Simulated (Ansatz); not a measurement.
The reference is GaSb in the zinc blende structure (space group F-43m, No. 216).

```yaml
crystal:
  lattice:
    - [0.00000, 3.06622, 3.06622]
    - [3.06622, 0.00000, 3.06622]
    - [3.06622, 3.06622, 0.00000]
  atoms:
    - { symbol: Sb, position: [0.75000, 0.75000, 0.75000] }
    - { symbol: Ga, position: [0.00000, 0.00000, 0.00000] }
```

Cartesian axes are those of the cell as printed.

Method: r2SCAN (Ansatz, a program for electronic structure), without spin-orbit coupling.

Strains are applied to the cell and any free atomic positions relax; under stress the whole cell relaxes.

One change was made to it. Results:

The energy grows by 15 meV/atom; the band gap decreases by 0.145 eV to 0.27 eV; the shortest interatomic distance shrinks by 0.0138 Å, from 2.655 Å to 2.642 Å.

### Question
Name the change that was made.
(A) isotropic strain −4.05 %
(B) uniaxial strain ε_zz = −0.30 %
(C) uniaxial stress, 3 GPa compression along z
(D) uniaxial strain ε_zz = +1.39 %

### Answer
C, uniaxial stress, 3 GPa compression along z. For comparison, the energy relative to the base in the other runs: isotropic strain −4.05 % gives +83 meV/atom; uniaxial strain ε_zz = −0.30 % gives +0.1 meV/atom; uniaxial strain ε_zz = +1.39 % gives +1.5 meV/atom.

Spin-orbit coupling, missing from the scalar runs, can matter with Sb. Beyond what the load breaks, stability against distortions was not tested. A zero or small gap of GaSb under uniaxial stress, 3 GPa compression along z and GaSb under uniaxial strain ε_zz = +1.39 % can be the functional's error rather than a property of the material.
